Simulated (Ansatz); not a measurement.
For ScAs (Fm-3m), PBEsol, DFPT electron-phonon coupling, linearised Boltzmann equation in Ansatz (a first-principles code) gives a transport coupling λ_tr = 0.128 and a Drude plasma energy ħω_p = 3.13 eV.

**Question.** Estimate the resistivity at 300 K from the high-temperature formula ρ = 2π λ_tr k_B T / (ħ ε₀ ω_p²), and say how the full Boltzmann solution compares.

**Answer.** The scattering rate is 1/τ = 2π λ_tr k_B T/ħ = 3.16e13 s⁻¹ and ω_p = 4.76e15 s⁻¹, so ρ ≈ 15.8 μΩ·cm. The Boltzmann solution gives 14.3 μΩ·cm, 0.91 times the estimate.

A metal at this level (no band gap). Only scattering by harmonic phonons is included (no impurities, grain boundaries, electron-electron scattering or thermal expansion). Spin-orbit coupling is left out. Halving the electron mesh (28x28x28) moves the resistivity by up to 6 % at 300 K, the coupling by up to 1 %. Smearing 0.20 eV; phonons on a 5x5x5 q mesh, which this run doesn't test.

Formula and space group known from diffraction (Crystallography Open Database), not checked to be the room-temperature form: ScAs (Fm-3m).
